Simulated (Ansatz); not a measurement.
# What uniaxial strain ε_zz = −4.35 % does to ZnS

Take ZnS in the zinc blende structure (space group F-43m, No. 216; a = 5.3904 Å) as the base. Axes: x, y, z lie along the cube axes.

It is then changed as follows: uniaxial strain ε_zz = −4.35 %, all other strain components held at zero; the atoms relax in the strained cell.

All numbers come from plane-wave PAW DFT at the r2SCAN level (Ansatz, a quantum-chemistry and plane-wave program, 500 eV), scalar-relativistic without spin-orbit coupling, earlier PAW set. k-mesh 11×11×11 (Γ-centred); smearing 0.05 eV (Fermi–Dirac).

- Volume per atom: 18.73 Å³ (base 19.58 Å³)
- Space group: I-4m2 (No. 119) (base F-43m (No. 216))
- Shortest interatomic distance: 4.348 bohr (base 4.411 bohr)
- Energy relative to the base (free energy F): +13 meV/atom
- Band gap: 2.80 eV (base 2.70 eV)
- Gap character: direct at Γ (base direct at Γ)
- Electron mass: 0.20 mₑ (at Γ) (base 0.19 mₑ (at Γ))
- Hole mass: 0.23 mₑ along z, 0.63 mₑ across (at Γ)
- Valence-band top at Γ (three highest levels, from the VBM): 0.00, -0.15, -0.15 eV (base 0.00, 0.00, 0.00 eV)
- Stress (xx, yy, zz, yz, xz, xy; compression positive): (3.21, 3.21, 4.87, 0.00, 0.00, 0.00) GPa

Masses are band curvatures over ±0.01 Å⁻¹ around the edge. No phonon test of stability was made. k-point labels follow each cell's own Brillouin zone.
